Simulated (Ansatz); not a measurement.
## CrCuO2 with two functionals

The parent structure is CrCuO₂ (space group R-3m, No. 166; a = 3.013 Å, c = 17.112 Å (hexagonal axes); ferromagnetic).

(Cell as relaxed with PBE.)

Levels (all Ansatz, a first-principles code, PAW): PBE (420 eV, no SOC); PBEsol (420 eV, spin-orbit coupling left out).

Each level relaxes its own structure.

```csv
quantity,PBE,PBEsol
volume per atom,11.21 Å³,…
lattice parameter a,3.013 Å,…
lattice parameter c,17.112 Å,…
band gap,1.08 eV,…
gap character,"indirect, S₂–F (12 % along) → k = (0.077, 0.385, 0.385) in the run's primitive reciprocal basis",…
magnetic state,ferromagnetic,…
largest site moment,2.42 μB,…
```

Predict the PBEsol column.


- volume per atom, PBEsol: 10.73 Å³
- lattice parameter a, PBEsol: 2.964 Å
- lattice parameter c, PBEsol: 16.920 Å
- band gap, PBEsol: 0.92 eV
- gap character, PBEsol: indirect, S₂–F (13 % along) → L
- magnetic state, PBEsol: ferromagnetic
- largest site moment, PBEsol: 2.38 μB

PBE's volume per atom lies 0.48 Å³ above PBEsol's (4.5 %); PBE's lattice parameter a lies 0.049 Å above PBEsol's (1.7 %); PBE's lattice parameter c lies 0.1913 Å above PBEsol's (1.1 %); PBE's band gap lies 0.16 eV above PBEsol's; they disagree on the gap character; PBE's largest site moment lies 0.046 μB above PBEsol's; the two agree on the magnetic state. Neither level is exact; PBEsol is the comparison here, not a measurement.

No phonon test of stability was made. No Hubbard U is applied and the magnetic state is the run's own (CrCuO2 ferromagnetic); small cells can't hold the antiferromagnetic order that many such compounds have, so gaps and moments can be off. A gap here joins edges of opposite spin (a spin-flip gap).
